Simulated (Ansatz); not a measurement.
## Response to strain in HgS

Start from HgS in the zinc blende structure (space group F-43m, No. 216; a = 5.812 Å). Axes: x, y, z lie along the cube axes.

Strains are applied to the cell and any free atomic positions relax.

Calculations: LDA (Ansatz, a quantum-chemistry and plane-wave program, PAW, without spin-orbit coupling).

Notes on the quantities. energy relative to the base: free energy F.

```
change                          volume per atom  energy relative to the base
------------------------------  ---------------  ---------------------------
base                                   24.54 Å³                   0 meV/atom
uniaxial strain ε_zz = −2.50 %         23.93 Å³                +3.8 meV/atom
uniaxial strain ε_zz = −2.00 %         24.05 Å³                +2.4 meV/atom
uniaxial strain ε_zz = −1.50 %         24.17 Å³                +1.4 meV/atom
uniaxial strain ε_zz = −1.00 %         24.29 Å³                +0.6 meV/atom
uniaxial strain ε_zz = +0.50 %         24.66 Å³                +0.1 meV/atom
uniaxial strain ε_zz = +1.00 %         24.79 Å³                +0.6 meV/atom
uniaxial strain ε_zz = +1.50 %         24.91 Å³                            …
uniaxial strain ε_zz = +2.00 %         25.03 Å³                +2.4 meV/atom
uniaxial strain ε_zz = +3.00 %         25.28 Å³                +5.3 meV/atom
```

Problem. Complete the table.

Solution. 
- uniaxial strain ε_zz = +1.50 %, energy relative to the base: +1.3 meV/atom

A case with no gap was solved on a k-mesh chosen for an insulator, which is coarse for it. No phonon test of stability was made. The final runs are not spin-polarised.
